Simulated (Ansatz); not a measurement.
# Element substitutions in Zr

Take Zr in the hcp (Mg type) structure (space group P6_3/mmc, No. 194; a = 3.1847 Å, c = 5.1172 Å) as the base.

Each row replaces one element on all its sites; cell and atoms are relaxed.

Levels (all Ansatz, a first-principles code, PAW, earlier PAW set): PBEsol (420 eV, without spin-orbit coupling); r2SCAN (500 eV, without spin-orbit coupling); PBEsol+SOC (420 eV, spin-orbit coupling included).

Pressures by level, all at the geometries relaxed with PBEsol:

| case | PBEsol | r2SCAN | PBEsol+SOC |
|---|---|---|---|
| base | 0.0 GPa | 4.5 GPa | 0.0 GPa |
| Zr → Sc | 0.0 GPa | 3.2 GPa | 0.0 GPa |
| Zr → Zn | 0.0 GPa | 1.2 GPa | 0.0 GPa |
| Zr → Ti | 0.0 GPa | 4.3 GPa | 0.0 GPa |

Single points use the geometry relaxed with PBEsol. Their cutoffs differ, which shifts pressures a little. The spin-orbit shifts are approximate. No phonon test of stability was made. The runs without spin-orbit coupling are not spin-polarised.
